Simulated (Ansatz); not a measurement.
# Response to strain in CaS

Consider CaS in the rock salt structure (space group Fm-3m, No. 225).

```xyz
2
Lattice="0.0000 2.8166 2.8166 2.8166 0.0000 2.8166 2.8166 2.8166 0.0000" Properties=species:S:1:pos:R:3 pbc="T T T"
Ca     0.0000     0.0000     0.0000
S      2.8166     2.8166     2.8166
```

Strains are applied to the cell and any free atomic positions relax.

Level of theory: Ansatz (a quantum-chemistry and plane-wave program) PBEsol, no spin-orbit coupling.

Candidates:
(a) isotropic strain −0.50 %
(b) isotropic strain +1.50 %
(c) isotropic strain +0.50 %
(d) isotropic strain +3.00 %

For the base:

| Property | Value |
|---|---|
| Band gap | 2.16 eV |

Order them by band gap, lowest first.

(a) isotropic strain −0.50 % (2.12 eV), (c) isotropic strain +0.50 % (2.20 eV), (b) isotropic strain +1.50 % (2.27 eV), (d) isotropic strain +3.00 % (2.36 eV)

No phonon test of stability was made.
